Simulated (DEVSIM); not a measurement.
Structure: Schottky contact on n-type GaAs, at 300 K.

Layer 1 from the left is GaAs, thickness (μm) 0.750, Nd (cm⁻³) 2.1e16, τn (s) 1.8e-9, τp (s) 1.8e-9.

Left contact: Schottky, work function 5.16 eV, emission velocity 2.4e6 cm/s. Right contact: ohmic. Voltage is applied to the left contact. Recombination: SRH at mid-gap, radiative. Mobility is μmin + (μ − μmin)/(1 + (N/Nref)^α).

The device is made up for the run: typed textbook-type constants, with dimensions and the other settings drawn at random. Values at 300 K.

GaAs: gap (eV) 1.424, affinity (eV) 4.07, permittivity 12.9, Nc (cm⁻³) 4.7e17, Nv (cm⁻³) 9e18, μn (cm²/Vs) 8500, μp (cm²/Vs) 400, μn,min 500, μp,min 20, Nref,n 6e16, Nref,p 1.5e17, αn 0.39, αp 0.38, B (cm³/s) 2e-10.

Task: Estimate by hand the built-in potential, the peak field at zero bias, the capacitance at -1.5 V, and compare with a numerical solution.

Result: 
- Built-in potential: barrier φB = 1.090 eV; Vbi = φB − kT/q ln(N_band/N) = 1.010 V; numerical 1.010 V.
- Peak field at zero bias: depletion approximation: W = √(2εVbi/(qN)) = 0.262 μm with N = 2.10e16 cm⁻³; field = 2Vbi/W = 77100 V/cm; numerical 76000 V/cm (estimate above by 1.5 %).
- Capacitance at -1.5 V: C = √(qεN / 2(Vbi + |V|)) = 27.7 nF/cm²; numerical 27.8 nF/cm².

Simulated with DEVSIM: 1D drift-diffusion, Boltzmann statistics, complete ionisation; no tunnelling, impact ionisation, image-force lowering or self-heating. Metal contacts follow the ideal Schottky-Mott rule: no Fermi-level pinning, no interface dipoles.
